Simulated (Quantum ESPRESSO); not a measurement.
Troubleshooting Quantum ESPRESSO: a failed run on ZrPRu (P-62m, 9 atoms in the cell). The aim is a self-consistent single point with DFT, PBEsol, plane waves, GBRV 1.5 ultrasoft (PBESOL) pseudopotentials.

Cell that was meant: a = 6.4544 Å, b = 6.4544 Å, c = 3.8011 Å, α = 90.00°, β = 90.00°, γ = 120.00°.

Part of the input:

```fortran
Ru   -0.122195000    0.211647948    0.294455084
Ru    0.244390000    0.000000000    0.294455084
K_POINTS {automatic}
3 3 5
CELL_PARAMETERS {bohr}
  12.197010454     0.000000000     0.000000000
  -6.098505227    10.562920904     0.000000000
```

Output (repeated stretches shortened):

```
     This program is part of the open-source Quantum ESPRESSO suite
     for quantum simulation of materials; please cite

 %%%%%%%%%%%%%%%%%%%%%%%%%%%%%%%%%%%%%%%%%%%%%%%%%%%%%%%%%%%%%%%%%%%%%%%%%%%%%%
     Error in routine card_kpoints (1):
      end of file while reading automatic k points
 %%%%%%%%%%%%%%%%%%%%%%%%%%%%%%%%%%%%%%%%%%%%%%%%%%%%%%%%%%%%%%%%%%%%%%%%%%%%%%

     stopping ...
```

Question: From the messages shown, name the fault and mend the input.

Answer: The fault is an automatic mesh without its three shifts. The card takes six integers. To fix it, add the shifts. The program stopped before any SCF iteration.

An input that runs soundly differs in these lines (not the only fix; some lines may just follow from the change or write a value another way):
```diff
-3 3 5
+3 3 5  0 0 0
```

With that input, the run converged in 13 iterations: free energy E − TS -12617.4335 eV; Fermi level (on the code's own zero) 18.05 eV; pressure -4.93 GPa; largest force (vector length) 0.162 eV/Å (DFT, PBEsol, plane waves, GBRV 1.5 ultrasoft (PBESOL) pseudopotentials).

On the sound input: the starting cell comes from a database of computed structures (which also holds hypothetical and non-ambient phases and stackings), without a prior relaxation at this level. Spin polarisation is off; with an odd number of electrons in the cell that forces a metal, and a magnetic state may lie lower. With a pressure of about -5 GPa the cell is away from its equilibrium volume at this level.
